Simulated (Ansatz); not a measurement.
Base system: BN in the rock salt structure (space group Fm-3m, No. 225; a = 3.4827 Å; a hypothetical phase, not in the database extracts checked). Axes: x, y, z lie along the cube axes.

It is then changed as follows: biaxial strain +1.49 %, plane normal [111], relaxed out of plane (Cartesian); in-plane vectors clamped, the third vector and the atoms free.

Levels (all Ansatz, a quantum-chemistry and plane-wave program, PAW): PBEsol (420 eV, no SOC); r2SCAN (500 eV, no spin-orbit coupling); HSE06 (420 eV, without spin-orbit coupling).

One geometry, relaxed with PBEsol, under each level:

```csv
level,band gap,lowest conduction level above the VBM at special points,pressure
PBEsol,0.99 eV,F 0.99 eV; S₂ 3.12 eV; S₀ 3.12 eV; T 4.84 eV,-113.2 kbar
r2SCAN,1.09 eV,F 1.09 eV; S₂ 3.46 eV; S₀ 3.46 eV; T 5.48 eV,-84.8 kbar
HSE06,[?],[?],–
```

Task: Give the withheld HSE06 results.

Result: 
- HSE06, band gap: 1.92 eV
- HSE06, lowest conduction level above the VBM at special points: F 1.92 eV; S₂ 4.26 eV; S₀ 4.26 eV

Single points use the geometry relaxed with PBEsol. Their cutoffs differ, which shifts pressures a little. HSE06 gaps are upper bounds (no full band path). Whether these cells are dynamically stable was not tested. Labels are those of the standard path for the cell's own space group.
